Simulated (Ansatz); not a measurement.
Input and output of a relaxation of the atoms for CaPb (P4mm, 2 atoms in the cell) (Ansatz, an electronic-structure program).

Level of theory: LDA (PW92), default PAW files made with PBE (plane waves; Ansatz).

The change in words: one atom moved by 0.15 angstrom; relax: default → atoms; relax.f_tol: default → 0.03 eV/Å. Reference geometry:
```
CELL_PARAMETERS angstrom
      3.58447     0.00000     0.00000
      0.00000     3.58447     0.00000
      0.00000     0.00000     4.65065
ATOMIC_POSITIONS crystal
  Ca 0.00000 0.00000 0.00000
  Pb 0.50000 0.50000 0.50000
```

Reference input (self-consistent single point, DFT, LDA (PW92), plane waves, default PAW files made with PBE): basis.ecutwfc = 30.9 Ry; kpoints.mp_grid.grid = 9 9 7; hamiltonian.xc = lda; hamiltonian.pseudopotentials = {kind: paw} (the program's default PAW files); scf.occupations.method = gaussian; scf.occupations.width = 0.0073 Ry. This run's input differs from it in these lines:

```diff
@@ -6,3 +6,3 @@
   atoms:
-    - { symbol: Ca, position: [0.000000, 0.000000, 0.000000] }
+    - { symbol: Ca, position: [0.000000, 0.000000, 0.032254] }
     - { symbol: Pb, position: [0.500000, 0.500000, 0.500000] }
@@ -17,2 +17,4 @@
   occupations: { method: gaussian, width: 0.0073 Ry }
+relax:
+  f_tol: 0.03
 output:
```

Output, abridged:

```
   [... SCF lines of the steps left out ...]
relax step   1: F+E_penalty+E_count = -13376.14736864 eV  Δ(F+E_penalty+E_count) = +0.000e0 eV  max|allowed force component| = 3.747e-1 eV/Å  Δτ_max = 0.0000 Å  (6 SCF iters, dr2 threshold 2.25e-5 eV, accepted)
relax step   2: F+E_penalty+E_count = -13376.17526282 eV  Δ(F+E_penalty+E_count) = -2.789e-2 eV  max|allowed force component| = 3.008e-2 eV/Å  Δτ_max = 0.0690 Å  (5 SCF iters, dr2 threshold 8.77e-6 eV, accepted)
relax step   3: F+E_penalty+E_count = -13376.17544166 eV  Δ(F+E_penalty+E_count) = -1.788e-4 eV  max|allowed force component| = 6.378e-4 eV/Å  Δτ_max = 0.0059 Å  (5 SCF iters, accepted)
the relaxation is at rest under the 8 symmetry operations that the run kept from its start: a minimum is not shown …
Stability not checked: this state was not tested for a lower state beside it, because too few of the mixer's solves of this state at the end of the SCF gave a …
Free energy (F): -13376.175442 eV
Internal energy: -13376.170411 eV  (E = F + TS)
E sigma→0 (E₀):  -13376.172926 eV
Entropy (-TS):   -0.005031 eV (-2.515 meV/atom)
Fermi energy:    8.896257 eV
--- Forces (eV/Å), atoms counted from 1 ---
  atom   1  Ca    -0.00000000     0.00000000    -0.00065565
   [... lines left out ...]
  The stress holds the Pulay correction. Without it, at fixed plane waves, as pw.x and ABINIT print it: P = -3.3570 GPa
--- Relaxed structure (3 steps of the walk, 3 accepted, 0 SCFs on fresh bases) ---
  F+E_penalty+E_count = -13376.17544166 eV   max|allowed force component| = 6.378e-4 eV/Å
  atoms:
    - { symbol: Ca, position: [1.3432448398880643e-35, 0.0, 0.01615349252014433] }
    - { symbol: Pb, position: [0.5, 0.5, 0.5161005074798556] }
```

The run converged.  The full log also holds: “iter 4 did not close the SCF: its close was put off for the readings that it lacked (scf_convergence_deferred on its scf_iter line)”. The full log also holds: “iter 5 did not close the SCF: its close was put off for the readings that it lacked (scf_convergence_deferred on its scf_iter line)”.

Summary of the result:
| Item | Value |
|---|---|
| Free energy E − TS (on the zero of these files) | -13376.1754 eV |
| Fermi level (on the code's own zero) | 8.90 eV |
| Pressure | -3.35 GPa |
| Relaxation steps | 3 |

The starting cell comes from a database of computed structures (which also holds hypothetical and non-ambient phases and stackings), without a prior relaxation at this level. Its lattice was rescaled by up to half a per cent. For this run, on top of that: one atom moved by 0.15 angstrom. The relaxation keeps the symmetry of its start, so its end need not be a minimum. Ansatz's pressure includes its estimate of the finite-basis (Pulay) stress.

Keys are those of Ansatz 0.2.
